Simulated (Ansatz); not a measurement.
Rock-salt MgTe (model structure) was calculated with LDA (Ansatz, a program for electronic structure, PAW).

Run with plane-wave cutoff 500 eV, 12×12×12 k mesh, Fermi–Dirac smearing 0.05 eV, scalar-relativistic PAW data made under PBE.

Cell (relaxed at this level):

MgTe is taken in the cubic space group Fm-3m (No. 225), the rock salt structure, Pearson symbol cF8. Conventional cell: a = b = c = 5.8468 Å, α = β = γ = 90.00°. Mg on 4a is surrounded by 6 Te at 2.923 Å (octahedral). Te on 4b is surrounded by 6 Mg at 2.923 Å (octahedral). (Neighbours: up to the widest gap in distance over summed covalent radii, below 1.35, at either atom; cation-cation and far metal-metal contacts left out.)
(The calculation used a cell of 2 atoms; values per cell refer to that cell.)

Question: Give the computed band gap.

Answer: 
- band gap = 0.39 eV (on the SCF k mesh)

Note: the relaxation could raise the start's symmetry but not lower it, so the cell can be a saddle point.

Spin–orbit coupling is not included; with these elements it can move the gap by several tenths of an eV or more.

The computed numbers hold no vibrational or temperature effects.

A model structure was made by putting elements into a prototype or built by hand; it is no filed structure, need not be a known phase, and can be a saddle point held by its symmetry.
